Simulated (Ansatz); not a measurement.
CsCl-type RuAl was calculated with LDA (PAW; Ansatz, a quantum-chemistry and plane-wave program).

Numerical settings: plane-wave cutoff 520 eV, 18×18×18 k mesh, Fermi–Dirac smearing 0.05 eV, no spin polarisation, scalar-relativistic PAW data made under PBE.

Pressure at four volumes; x = ln(V/12.883 Å³). One pressure is withheld.

```json
[
 {"V (Å³/atom)": "12.110", "x": "-0.0619", "P (GPa)": "16.43"},
 {"V (Å³/atom)": "12.883", "x": "0.0000", "P (GPa)": "0.00"},
 {"V (Å³/atom)": "13.398", "x": "0.0392", "P (GPa)": "-8.34"},
 {"V (Å³/atom)": "13.656", "x": "0.0583", "P (GPa)": "?"}
]
```

### Question
Pass a parabola P(x) through the three rows shown, estimate the bulk modulus and its pressure derivative near zero pressure, and predict the withheld pressure.

### Answer
Slopes between the rows: (0.00 − (16.43))/(0.0000 − (-0.0619)) = -265.43 and (-8.34 − (0.00))/(0.0392 − (0.0000)) = -212.76 GPa. Their difference over the span 0.1011 is c = 52.67/0.1011 = 521.0 GPa, so P(x) = 16.43 + (-265.43)(x − (-0.0619)) + 521.0 (x − (-0.0619))(x − (0.0000)). At the middle row B = −dP/dx = −[-265.43 + 521.0 × 0.0619] = 233.2 GPa, and B′ = dB/dP = 2c/B = 4.5. At x = 0.0583 the parabola gives -11.82 GPa; the run gives -11.88 GPa. The Birch–Murnaghan fit to the energies at all volumes has B0 = 232 GPa and B′ = 4.4.
